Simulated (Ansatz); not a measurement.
Base system: Hf in the hcp (Mg type) structure (space group P6_3/mmc, No. 194; a = 3.198 Å, c = 5.049 Å; relaxed with 0.1 eV smearing). Axes: x lies along a and z along c of the hexagonal cell.

The values are results of DFT with r2SCAN, PAW potentials and a 500 eV plane-wave cutoff in Ansatz (an electronic-structure program), scalar-relativistic without spin-orbit coupling, earlier PAW set, not measurements.

Strains are applied to the cell and any free atomic positions relax.

One change was made to it. Results:

| quantity | base | after |
|---|---|---|
| shortest interatomic distance | 3.128 Å | 3.116 Å |
| band gap | zero | zero |

Q: Name the change that was made.
A. isotropic strain +3.51 %
B. uniaxial strain ε_zz = +3.59 %
C. isotropic strain −1.32 %
D. tensor shear ε_xy = −1.96 %

A: D, tensor shear ε_xy = −1.96 %. For comparison, the shortest interatomic distance in the other runs: isotropic strain +3.51 % gives 3.237 Å; isotropic strain −1.32 % gives 3.086 Å; uniaxial strain ε_zz = +3.59 % gives 3.198 Å.

Stability against distortions was not tested. All final runs are without spin polarisation.
